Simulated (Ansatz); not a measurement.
The starting structures come from a database of crystals and need not be the phases stable at ambient conditions.

 Where the default PAW files enter, the runs use the earlier of Ansatz's two default sets.

Inside the gap of an insulator the Bloch states are evanescent, with a wavenumber k + iκ along the transport direction.

Input:

```
CELL_PARAMETERS angstrom
      4.05261     0.00000     0.00000
      0.00000     6.71353     0.00000
      0.00000     0.00000     7.97851
ATOMIC_POSITIONS crystal
  Ba 0.25000 0.24916 0.11679
  Ba 0.75000 0.75084 0.88321
  Ba 0.75000 0.25084 0.61679
  Ba 0.25000 0.74916 0.38321
  F  0.75000 0.03041 0.32959
  F  0.25000 0.96959 0.67041
  F  0.25000 0.46959 0.82959
  F  0.75000 0.53041 0.17041
  F  0.75000 0.64232 0.56931
  F  0.25000 0.35768 0.43069
  F  0.25000 0.85768 0.06931
  F  0.75000 0.14232 0.93069
```

Space group of this cell: Pnma. The cell is taken as given; by r2SCAN its mean pressure is -0.9 GPa.

Transport runs along the normal of the first two printed cell vectors.

The gap is the functional's own. No spin-orbit coupling. Mid-gap values are interpolated on the energy grid.

Q: Predict the band gap and the smallest decay constant κ at mid-gap from r2SCAN (Ansatz, an electronic-structure program).

A: Gap 7.71 eV on a 8×6×4 mesh; κ = 0.533 1/Å, at the zone centre.
